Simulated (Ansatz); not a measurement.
Base system: MgTe in the zinc blende structure (space group F-43m, No. 216; a = 6.368 Å).

Computed with LDA in Ansatz (plane waves to 420 eV, PAW, no spin-orbit coupling).

Before the change:

```
Item                           Result
---------  --------------------------
Hole mass  0.19, 0.85, 0.85 mₑ (at Γ)
Band gap                      2.38 eV
```

Now apply this change: the cell is scaled by 1.0050 in all directions, atoms relaxed at fixed cell.

Q: How does this affect the hole mass?

A: The hole mass (degenerate bands, along [100]) changes from 0.19, 0.85, 0.85 mₑ (at Γ) to 0.19, 0.86, 0.86 mₑ (at Γ).

Q: Estimate the effect on the band gap.

A: The band gap drops by 0.068 eV (2.38 eV → 2.32 eV).

With Te present, leaving out spin-orbit coupling can change the band edges. The cells carry an imposed strain or load. Effective masses come from finite differences of ±0.01 Å⁻¹. Whether these cells are dynamically stable was not tested.

Ansatz is a first-principles code.
